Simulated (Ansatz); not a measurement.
BeTe in the zinc blende structure (space group F-43m, No. 216)

```
BeTe
1.0
    0.00000     2.83188     2.83188
    2.83188     0.00000     2.83188
    2.83188     2.83188     0.00000
Te Be
1 1
Direct
  0.75000   0.75000   0.75000
  0.00000   0.00000   0.00000
```

Calculations: Ansatz (a first-principles code), PBE, PAW, cutoff 420 eV, spin-orbit coupling left out, earlier PAW set. Settings: 10×10×10 k-points, 0.05 eV Fermi–Dirac smearing.

Volume per atom: 22.71 Å³
Density: 4.99 g/cm³
Band gap: 2.03 eV, indirect, Γ → X
Electron mass: 1.9 mₑ along k, 0.26 mₑ across
Hole mass (degenerate bands, along [100]): 0.20, 0.35, 0.35 mₑ
Lowest conduction-band minima above the VBM: X along ⟨100⟩ 2.03 eV; L along ⟨111⟩ 3.04 eV
Total energy: -3536.770 eV/atom (σ→0; compares only within this code and set-up)

Spin-orbit coupling, missing from the scalar runs, can matter with Te. Masses are band curvatures over ±0.01 Å⁻¹ around the edge. Along k means along the line from Γ to the band edge. No phonon test of stability was made.
